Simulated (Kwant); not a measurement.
Model system: quantum point contact (saddle potential) in a CdTe two-dimensional gas. Effective mass 0.096 mₑ, grid spacing 10 nm, hard walls, nominal width 200 nm (19 grid rows, so walls 200 nm apart), one parabolic valley, scattering region 600 nm long along x; energies count from the band bottom; Fermi energy 0.00153 eV. Potential (V0 + ½k y²) cos²(πx/L) for |x| < L/2, with V0 swept from 0.0016065 to 0 eV, k = 1.5e-06 eV/nm², L = 180 nm. Perpendicular field 0.039 T, also in the leads; orbital effect alone.

Constants are typed, rounded textbook-type inputs, not results; the design itself was drawn at random and stands for no fabricated device.

Model: effective-mass tight-binding model on a square grid, one spin, coherent transport at 0 K (Kwant). Conductance is in e²/h.

Density of the scattering states that come in from the left lead, at gate = 0.00079161 eV, in bins, relative to the largest site value (x marks bins outside the device):

```
|33332221111000000000000000000000000000000000|
|88887654432221110000000000000000000000000000|
|88897655433322111000000000000000000000000000|
|33443222211221111100000000000000000000000000|
|00110001100110011100000000000000000000000000|
|43332223211110011100000000000000000000000000|
|98876555532210011110000000000000000000000000|
|98877655543211111111000000000000000000000000|
|43343322221101110011110000000000000000000000|
|10011100111001110011111000000000000000000000|
|43344322221101110011110000000000000000000000|
|98877655543211111111100000000000000000000000|
|98876555532211011110000000000000000000000000|
|43332223211110011100000000000000000000000000|
|00110001100110011100000000000000000000000000|
|33443322222221111100000000000000000000000000|
|88897655433322111000000000000000000000000000|
|88887654433221110000000000000000000000000000|
|33332221111100000000000000000000000000000000|
```
Scale: ten equal steps from 0.000 (start of '0') to 0.970 (end of '9'), in the order '0123456789'; x runs from -283 to 283, y from -85.9 (bottom) to 85.9 (top).

The conductance there is 0.87 e²/h with 4 open channel(s) in the leads.
